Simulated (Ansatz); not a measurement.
Data:

End structure of the (111) surface of beta tin in its 1x1 cell, outermost plane spacing 0.64 Å in the ideal cut:

```xyz
17
Lattice="6.7552 0.0000 0.0000 1.5407 6.5772 0.0000 0.0000 0.0000 26.5000" Properties=species:S:1:pos:R:3 pbc="T T T"
Sn     4.7184    -0.2411     8.4028
Sn     4.4364     4.1519     9.3719
Sn     1.4129     4.0892     9.4527
Sn     1.8410     0.9722     9.5296
Sn     5.6883     1.6350    10.5980
Sn     6.2654     5.4522    11.6818
Sn     3.0133     5.5545    11.9300
Sn     2.9091     2.4066    12.0525
Sn     6.8540     2.7361    13.2500
Sn     8.0745     6.5018    14.4475
Sn     3.4450     0.5411    14.5700
Sn     4.3436     3.9286    14.8182
Sn     1.4366     3.6199    15.9020
Sn     1.4188     0.6374    16.9704
Sn     5.2368     1.7652    17.0473
Sn     6.0268     5.4128    17.1281
Sn     3.4845     4.1363    18.0972
```

Set-up: 17 atoms, 10.2 Å thick at the start (thin: gaps and levels are the slab's own); mesh 6x6x1; 0.1 eV smearing; dipole correction on; all atoms relaxed; symmetry of the start imposed; no spin, no spin-orbit, no U.

**Question.** Give the work function of the top face at the level Ansatz (a program for electronic structure) with PBE.

**Answer.** 4.08 eV
